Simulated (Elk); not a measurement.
Worked example: self-consistent single point of Ti3Sn (P1, 4 atoms in the cell) in Elk.

Level of theory: PBEsol, all-electron FP-LAPW, Elk's shipped species files, APW+lo basis with extra local orbitals (Elk).

The change in words: lattice scaled by 0.98. Reference geometry:
```
CELL_PARAMETERS angstrom
      4.15693     0.00000     0.00000
      0.00000     4.15693     0.00000
      0.00000     0.00000     4.15693
ATOMIC_POSITIONS crystal
  Ti 0.49342 0.49407 0.00266
  Ti 0.00177 0.49836 0.48732
  Ti 0.51408 0.01455 0.51090
  Sn 0.99073 0.99302 0.99912
```

Reference input (self-consistent single point, DFT, PBEsol, all-electron FP-LAPW, Elk's shipped species files, APW+lo basis with extra local orbitals): xctype = 22; rgkmax = 7.5; swidth = 0.00499791 Ha; ngridk = 5 5 5; gmaxvr = 14 1/bohr; nxlo = 2; lorbcnd = true; lmaxi = 2; maxscl = 100. This run's input differs from it in these lines:

```diff
@@ -28,5 +28,5 @@
 avec
-    7.8554592192    0.0000000000    0.0000000000
-    0.0000000000    7.8554592192    0.0000000000
-    0.0000000000    0.0000000000    7.8554592192
+    7.6983492790    0.0000000000    0.0000000000
+    0.0000000000    7.6983492790    0.0000000000
+    0.0000000000    0.0000000000    7.6983492790
```

Log, with long lists cut:

```
│ Self-consistent loop started │
│ Loop number : 1 │
 total energy                :     -8733.03491802
│ Loop number : 2 │
 total energy                :     -8733.23449504
RMS change in Kohn-Sham potential (target) :   0.2181933921     (  0.1000000000E-05)
Absolute change in total energy (target)   :   0.1995770212     (  0.1000000000E-03)
│ Loop number : 3 │
 total energy                :     -8733.39669875
RMS change in Kohn-Sham potential (target) :   0.2102694948     (  0.1000000000E-05)
Absolute change in total energy (target)   :   0.2120979666     (  0.1000000000E-03)
│ Loop number : 4 │
   [... lines left out ...]
Absolute change in total energy (target)   :   0.6190946078E-04 (  0.1000000000E-03)
│ Loop number : 17 │
 total energy                :     -8735.13672415
RMS change in Kohn-Sham potential (target) :   0.2117412118E-05 (  0.1000000000E-05)
Absolute change in total energy (target)   :   0.4117220669E-04 (  0.1000000000E-03)
│ Loop number : 18 │
 total energy                :     -8735.13670833
RMS change in Kohn-Sham potential (target) :   0.2223825956E-06 (  0.1000000000E-05)
Absolute change in total energy (target)   :   0.2611345553E-04 (  0.1000000000E-03)
Convergence targets achieved

│ Loop number : 19 │

Energies :
 Fermi                       :     0.338742435741
 total energy                :     -8735.13670950

Density of states at Fermi energy :    157.7375777
 (states/Hartree/unit cell)

Estimated indirect band gap :   0.7022411138E-03
 from k-point     77 to k-point     20
Estimated direct band gap   :   0.3254555504E-02
 at k-point    120

Charges :
 core                        :    60.00000000
 valence                     :    56.00000000
 interstitial                :    6.147457933
 muffin-tins (core leakage)
  species :    1 (Ti)
   atom    1                 :    20.43447923     (  0.5319336083E-09)
   atom    2                 :    20.43471174     (  0.5443094864E-09)
   atom    3                 :    20.43784689     (  0.5909388534E-09)
  species :    2 (Sn)
   atom    1                 :    48.54550421     (  0.6938177072E-04)
 total in muffin-tins        :    109.8525421
 total calculated charge     :    116.0106043
 total charge                :    116.0000000
 error                       :   0.1060430247E-01

│ Self-consistent loop stopped │
```

The run converged in 19 iterations. The count includes the last loop, which Elk runs after its targets are met. Against the reference run the free energy goes up by 7.1 meV/atom.

The starting cell comes from a database of computed structures (which also holds hypothetical and non-ambient phases and stackings), without a prior relaxation at this level. Its atoms were displaced at random from the sites of space group no. 221. For this run, on top of that: lattice scaled by 0.98. Spin polarisation is off. Values depend on the basis (sphere radii, cutoffs, local orbitals), which need not be converged. The log's line on a gap gives a spacing of levels on this mesh, which the program prints for metals too.

Cost on one core of a shared machine: roughly 7 min.
